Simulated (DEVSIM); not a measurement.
System: Schottky contact on n-type InP, at 250 K.

| layer (left to right) | material | thickness (μm) | Nd (cm⁻³) | τn (s) | τp (s) |
|---|---|---|---|---|---|
| 1 | InP | 11.0 | 1.8e15 | 3.3e-9 | 3.3e-9 |

Left contact: Schottky, work function 5.33 eV, emission velocity 1.7e6 cm/s. Right contact: ohmic. Voltage is applied to the left contact. Recombination: SRH at mid-gap, Auger. Mobility is μmin + (μ − μmin)/(1 + (N/Nref)^α).

The device is made up for the run: typed textbook-type constants, with dimensions and the other settings drawn at random. Values at 300 K; Nc and Nv go as T^1.5, mobilities as T to minus their exponent, the gap by Varshni's rule with the affinity fixed.

```csv
parameter,InP
gap (eV),1.344
affinity (eV),4.38
permittivity,12.5
Nc (cm⁻³),5.7e17
Nv (cm⁻³),1.1e19
μn (cm²/Vs),5200
μp (cm²/Vs),170
"μn,min",400
"μp,min",10
"Nref,n",3e17
"Nref,p",4.9e17
αn,0.47
αp,0.62
T exponent of μn,2
T exponent of μp,2
Cn (cm⁶/s),9e-31
Cp (cm⁶/s),9e-31
Varshni α (eV/K),0.000363
Varshni β (K),162
```

Simulated with DEVSIM: 1D drift-diffusion, Boltzmann statistics, complete ionisation; no tunnelling, impact ionisation, image-force lowering or self-heating. Metal contacts follow the ideal Schottky-Mott rule: no Fermi-level pinning, no interface dipoles.

Task: Tabulate band edges, carrier densities and field at 1.15 V on the left contact.

Result: Energies count from the Fermi level of the right contact; mesh points crowd at the junctions.

```csv
x (μm),Ec (eV),Ev (eV),n (cm⁻³),p (cm⁻³),field (V/cm)
0.000,-0.200,-1.560,2.1e15,4.4e10,630
0.01515,-0.199,-1.559,2.0e15,4.4e10,580
0.03729,-0.198,-1.558,2.0e15,4.5e10,510
0.07587,-0.196,-1.556,1.9e15,4.6e10,430
0.1598,-0.193,-1.553,1.8e15,4.6e10,340
0.2754,-0.189,-1.549,1.8e15,4.4e10,300
0.4637,-0.184,-1.544,1.8e15,4.2e10,290
0.8734,-0.172,-1.532,1.8e15,3.6e10,290
1.438,-0.156,-1.516,1.8e15,3.0e10,290
2.356,-0.130,-1.489,1.8e15,2.1e10,290
3.698,-0.091,-1.451,1.8e15,1.3e10,290
6.695,-0.005,-1.365,1.8e15,4.7e9,290
8.256,0.040,-1.320,1.8e15,2.7e9,290
9.324,0.070,-1.290,1.8e15,1.8e9,290
10.14,0.093,-1.266,1.8e15,1.2e9,290
10.46,0.103,-1.257,1.8e15,8.3e8,290
10.68,0.109,-1.251,1.8e15,5.6e8,290
10.81,0.113,-1.247,1.8e15,3.5e8,290
10.91,0.116,-1.244,1.8e15,1.8e8,290
10.95,0.117,-1.243,1.8e15,9.6e7,290
10.98,0.118,-1.242,1.8e15,4.4e7,290
11.00,0.118,-1.242,1.8e15,< 1e2,290
```
